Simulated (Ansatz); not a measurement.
Start from Zr in the hcp (Mg type) structure (space group P6_3/mmc, No. 194; a = 3.231 Å, c = 5.173 Å).

The values are results of DFT with PBE, PAW potentials and a 420 eV plane-wave cutoff in Ansatz (an electronic-structure program), no SOC, not measurements.

For the base:

The lattice parameter a is 323.1 pm.

One thing is altered: every Zr is replaced by Hf, then cell and atoms are relaxed.

Tabulated Pauling electronegativity and covalent radius: Zr 1.33, 1.75 Å; Hf 1.30, 1.75 Å.

Problem. How does this affect the lattice parameter a?

Solution. The lattice parameter a decreases by 2.7 pm, from 323.1 pm to 320.4 pm.

No phonon test of stability was made. The final runs are not spin-polarised.
